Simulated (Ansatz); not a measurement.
The parent structure is CdS in the zinc blende structure (space group F-43m, No. 216; a = 5.757 Å). Axes: x, y, z lie along the cube axes.

Calculations: LDA in Ansatz (plane waves to 420 eV, PAW, no SOC).

Perturbation: the cell is stretched by 0.50 % along z with no lateral relaxation, atoms relaxed at fixed cell.

### Question
Predict the stress tensor and what it implies for the stiffness.

### Answer
Stress of the strained cell less that of the base (GPa, compression positive):
```
  -0.30    0.00    0.00
   0.00   -0.30    0.00
   0.00    0.00   -0.41
```

Then −Δσ_ii/ε with ε = 0.0050 gives relaxed-ion elastic constants: C33 ≈ 81 GPa, C13 ≈ 60 GPa and C23 ≈ 60 GPa.

No phonon test of stability was made.

Ansatz is a first-principles code.
